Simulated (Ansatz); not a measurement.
For AlB2-type TiB₂, LDA (Ansatz, a quantum-chemistry and plane-wave program, PAW) gives:

| Quantity | Result |
|---|---|
| lattice constant a | 2.994 Å |
| c axis length | 3.159 Å |

What does HSE06 (PAW; Ansatz) give for the same quantities?


- lattice constant a: 3.014 Å (rises by 0.7 %)
- lattice parameter c: 3.202 Å (grows by 1.4 %)

For comparison: lattice constant a 3.029 Å (measured, 293 K, not corrected to a static lattice; as tabulated in R. G. Munro, J. Res. NIST 105, 709 (2000), Material Properties of Titanium …); lattice parameter c 3.229 Å (measured, 293 K, not corrected to a static lattice; as tabulated in R. G. Munro, J. Res. NIST 105, 709 (2000), Material Properties of Titanium …).

Changes are worked out from the printed values.

Unless a cell is named, each level is at its own relaxed cell (LDA 8.17, HSE06 8.40 Å³/atom).

The crystal itself was run without spin with HSE06; a magnetic state was not tried in these runs.

Caveats: exact exchange on metals is sensitive to the k mesh and can open a false gap (HSE06). Ansatz's density-functional and Hartree–Fock values are scalar-relativistic unless marked +SOC, with PAW data made under PBE.
